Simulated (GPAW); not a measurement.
Input and output of a self-consistent single point for Al (Fm-3m, 1 atom in the cell) (GPAW).

Level of theory: PBE, GPAW PAW datasets PBE (gpaw-data 1.0.1) (plane waves; GPAW).

The change in words: lattice scaled by 0.98. Reference geometry:
```xyz
1
Lattice="0.0000 2.0619 2.0619 2.0619 0.0000 2.0619 2.0619 2.0619 0.0000" Properties=species:S:1:pos:R:3 pbc="T T T"
Al     0.0000     0.0000     0.0000
```

Reference input (self-consistent single point, DFT PBE, plane waves, GPAW PAW datasets PBE (gpaw-data 1.0.1)): mode = pw; ecut = 600 eV; xc = PBE; kpts = 11 11 11; mesh shift (steps) = 0 0 0; occupations.name = methfessel-paxton; occupations.width = 0.05 eV; occupations.order = 0; nbands = -9; symmetry.symmorphic = false; symmetry.tolerance = 0.0005; maxiter = 100. This run's input differs from it in these lines:

```diff
@@ -5,5 +5,5 @@
 atoms = Atoms(['Al'],
-              cell=[[0.000000, 2.061874, 2.061874],
-                    [2.061874, 0.000000, 2.061874],
-                    [2.061874, 2.061874, 0.000000]],
+              cell=[[0.000000, 2.020637, 2.020637],
+                    [2.020637, 0.000000, 2.020637],
+                    [2.020637, 2.020637, 0.000000]],
               scaled_positions=[[0.000000, 0.000000, 0.000000]],
```

The program printed (abridged):

```
     iter     time        total  log10-change:
                         energy   eigst   dens
iter:   1 --:--:--    -3.744146
iter:   2 --:--:--    -3.744469   -3.06  -0.93
iter:   3 --:--:--    -3.744860c  -2.99  -0.95
iter:   4 --:--:--    -3.744650c  -5.55  -2.00
iter:   5 --:--:--    -3.744730c  -4.97  -2.37
iter:   6 --:--:--    -3.744727c  -7.27  -2.98
iter:   7 --:--:--    -3.744727c  -8.07c -3.52
iter:   8 --:--:--    -3.744727c  -7.10  -3.45
iter:   9 --:--:--    -3.744727c  -8.78c -5.61c
Converged after 9 iterations.

Dipole moment: (-0.000000, 0.000000, -0.000000) |e|*Ang

Energy contributions relative to reference atoms: (reference = -6603.423265)

Kinetic:         +3.723915
Potential:       -1.819438
External:        +0.000000
XC:              -5.642161
Entropy (-ST):   -0.001377
Local:           -0.006355
SIC:             +0.000000
--------------------------
Free energy:     -3.745416
Extrapolated:    -3.744727

Showing only first 2 kpts
 Kpt  Band  Eigenvalues  Occupancy
  0     0     -3.97850    2.00000
  0     1     19.78601    0.00000
  0     2     19.78601    0.00000

  1     0     -3.67904    2.00000
  1     1     17.88072    0.00000
  1     2     17.88072    0.00000

Fermi level: 7.17579

No gap
No difference between direct/indirect transitions
Energy (eV): -3.744727

Forces in eV/Ang:
  0 Al   -0.00000    0.00000    0.00000

Stress tensor:
    -0.001004    -0.000000     0.000000
    -0.000000    -0.001004     0.000000
     0.000000     0.000000    -0.001004
Stress (GPa, Voigt): [-0.1608 -0.1608 -0.1608  0.      0.     -0.    ]
```

The run converged in 9 iterations. GPAW prints stress with tension positive. Against the reference run the free energy falls by 13.3 meV/atom and the pressure goes from -4.06 to 0.16 GPa.

The starting cell comes from a database of computed structures (which also holds hypothetical and non-ambient phases and stackings), without a prior relaxation at this level. Its lattice was rescaled by a random factor within 2.5 % of one. For this run, on top of that: lattice scaled by 0.98.
